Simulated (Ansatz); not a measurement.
Results of LDA (Ansatz, a quantum-chemistry and plane-wave program, PAW) for SrZrO3 (Pnma, No. 62).

Run with plane-wave cutoff 520 eV, 6×4×6 k mesh (along the axes of the cell as run), Fermi–Dirac smearing 0.01 eV, scalar-relativistic PAW data made under PBE.

Cell (relaxed with PBEsol):

SrZrO₃ has the orthorhombic space group Pnma (No. 62), Pearson symbol oP20. Cell: a = 5.8155 Å, b = 8.1615 Å, c = 5.7575 Å, α = 90.00°, β = 90.00°, γ = 90.00°. Sr on 4c is surrounded by 8 O at 2.494–2.894 Å and 4 O at 3.257–3.459 Å. Zr on 4a has 6 O at 2.092–2.097 Å (octahedral). O1 on 8d is surrounded by 2 Zr at 2.092–2.097 Å and 1 Sr at 2.524 Å and 2 Sr at 2.766–2.894 Å and 1 Sr at 3.459 Å. O2 on 4c has 2 Zr at 2.092 Å and 1 Sr at 2.494 Å and 1 Sr at 2.642 Å and 2 Sr at 3.257–3.298 Å. (Neighbours: up to the widest gap in distance over summed covalent radii, below 1.35, at either atom; cation-cation and far metal-metal contacts left out.)

**Question.** Estimate the band gap and smallest direct gap on the k points sampled that the calculation returns.

**Answer.** 
* **band gap**: 3.73 eV
* **smallest direct gap on the k points sampled**: 3.76 eV

Note: cell and atoms aren't relaxed at this level (pressure -4.3 GPa).

Spin–orbit coupling is not included.

Computed values are for the static lattice.

Computing time: about 11 core-minutes (a rough figure).
